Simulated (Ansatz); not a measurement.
Consider K in the bcc (W type) structure (space group Im-3m, No. 229; relaxed with 0.1 eV smearing).

```
CELL_PARAMETERS angstrom
     -2.60731     2.60731     2.60731
      2.60731    -2.60731     2.60731
      2.60731     2.60731    -2.60731
ATOMIC_POSITIONS crystal
  K  0.00000 0.00000 0.00000
```

Cartesian axes are those of the cell as printed.

Level of theory: DFT with PBEsol, PAW potentials and a 420 eV plane-wave cutoff in Ansatz (a first-principles code), spin-orbit coupling left out.

Perturbation: uniaxial strain ε_zz = +2.00 %, all other strain components held at zero; the atoms relax in the strained cell.

Q: What happens to the energy relative to the base and stress?

A: The energy hardly moves; the stress (xx, yy, zz, yz, xz, xy; compression positive) amounts to (-0.1, -0.1, -0.1, 0.0, 0.0, 0.0) GPa.

Whether these cells are dynamically stable was not tested.
